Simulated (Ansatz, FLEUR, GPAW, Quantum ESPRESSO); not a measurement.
**Mg6AlCd (Amm2, 8 atoms in the cell) computed with different codes at matched settings**

Self-consistent single point.

```xyz
8
Lattice="5.0731 0.0000 0.0000 0.0000 3.1338 5.4691 0.0000 -3.1338 5.4691" Properties=species:S:1:pos:R:3 pbc="T T T"
Mg     0.0000    -1.5649     6.3856
Mg     0.0000     1.5649     6.3856
Mg     0.0000     0.0000     3.6428
Mg     2.5366    -1.5835     4.5405
Mg     2.5366     1.5835     4.5405
Mg     2.5366     0.0000     1.8260
Al     0.0000     0.0000     9.1448
Cd     2.5366     0.0000     7.2870
```

All programs got the same cell, k-point mesh and kind of occupations (in Ansatz's words: kpoints.mp_grid.grid = 3 3 3; scf.occupations.method = fermi_dirac; scf.occupations.width = 0.1 eV); potentials, basis and cutoffs are each program's usual ones.

```json
[
 {"code": "GPAW", "model": "PBEsol, GPAW PAW datasets PBEsol (made by gpaw-setup)", "pressure (GPa)": "-1.30", "largest force (eV/Å)": "0.159", "cutoff": "850 eV"},
 {"code": "Ansatz", "model": "PBEsol, PAW files made with PBE", "pressure (GPa)": "-1.25", "largest force (eV/Å)": "0.161", "cutoff": "default"},
 {"code": "FLEUR", "model": "PBEsol, all-electron FLAPW (FLEUR), scalar-relativistic valence", "pressure (GPa)": "–", "largest force (eV/Å)": "0.160", "cutoff": "Kmax 3.8 1/bohr"},
 {"code": "Quantum ESPRESSO", "model": "PBEsol, GBRV 1.5 ultrasoft (PBESOL) pseudopotentials", "pressure (GPa)": "-1.29", "largest force (eV/Å)": "0.160", "cutoff": "40 Ry"}
]
```

Size of the force on each atom (eV/Å): Sizes of forces hide their directions.

```csv
code,Mg1,Mg2,Mg3,Mg4,Mg5,Mg6,Al7,Cd8
GPAW,0.063,0.063,0.016,0.159,0.159,0.014,0.001,0.108
Ansatz,0.059,0.059,0.016,0.161,0.161,0.015,0.005,0.110
FLEUR,0.058,0.058,0.016,0.160,0.160,0.015,0.006,0.110
Quantum ESPRESSO,0.056,0.056,0.017,0.160,0.160,0.014,0.012,0.106
```

A dash marks a value that a program does not give, or that is left out as unsure.

The spread over the programs that give each value: pressure within 0.05 GPa; largest force within 0.002 eV/Å.

The starting cell comes from a database of computed structures (which also holds hypothetical and non-ambient phases and stackings), without a prior relaxation at this level. On Ansatz's run: Without a gap this mesh is coarse (it stands for a supercell whose shortest vector is 15 Å).

Why do the programs differ, and what cannot be compared?

Differences of this kind can come from the potentials, where these differ, and from what each basis and cutoff leave unconverged. The valence holds different numbers of electrons (GPAW 75, Ansatz (a first-principles code) 83, FLEUR 81, Quantum ESPRESSO 75). The zero of total energies and Fermi levels follows the potentials and each program's conventions, so they are not compared here. FLEUR treats all electrons, but the usual bases taken here (sphere radii, linearisation, local orbitals, empty states) were not tested for convergence, so the values are no reference for the others. Ansatz's pressure is given at a fixed set of plane waves, as the other plane-wave codes print theirs.

The shared mesh is coarse (it stands for a supercell whose shortest vector is 15 Å), so the values are not converged in it.

Left out of this page: ABINIT (failed or unconverged); CP2K (unsound by tests on forces, stress, charge or solver warnings); Elk (not drawn, or without a comparable value).

Keys are those of Ansatz 0.2.
